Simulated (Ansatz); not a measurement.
The starting structures come from a database of crystals and need not be the phases stable at ambient conditions.

# Evanescent states of CsAgCl₂ (P4/nmm, not sure to be the ambient phase, 8 atoms a cell, 31.7 Å³ an atom) along the normal of (100)

Level of theory: PBEsol (plane waves, PAW; Ansatz, an electronic-structure program).

The gap is the functional's own. No spin-orbit coupling. Mid-gap values are interpolated on the energy grid.

Energies count from the valence-band top; κ is the least over a 6×4 mesh across the current.

```csv
E (eV),κ (1/Å),where
0.06,0.119,off Γ
0.17,0.201,off Γ
0.28,0.254,off Γ
0.39,0.293,off Γ
0.49,0.325,off Γ
0.60,0.309,Γ
0.71,0.294,Γ
0.82,0.282,Γ
0.94,0.270,Γ
1.04,0.259,Γ
1.16,0.248,Γ
1.26,0.236,Γ
1.38,0.222,Γ
1.49,0.207,Γ
1.59,0.189,Γ
1.71,0.169,Γ
1.81,0.145,Γ
1.93,0.113,Γ
2.04,0.064,Γ
```

### Question
How thick must the barrier be to attenuate the transmission by 10^4 when the electrodes' Fermi level lies at 0.49 eV, and what attenuation does that film give at 1.81 eV?

### Answer
d = 4 ln 10 / (2 × 0.325) = 14.2 Å. At 1.81 eV it gives 4 × 0.145/0.325 = 1.8 decades.
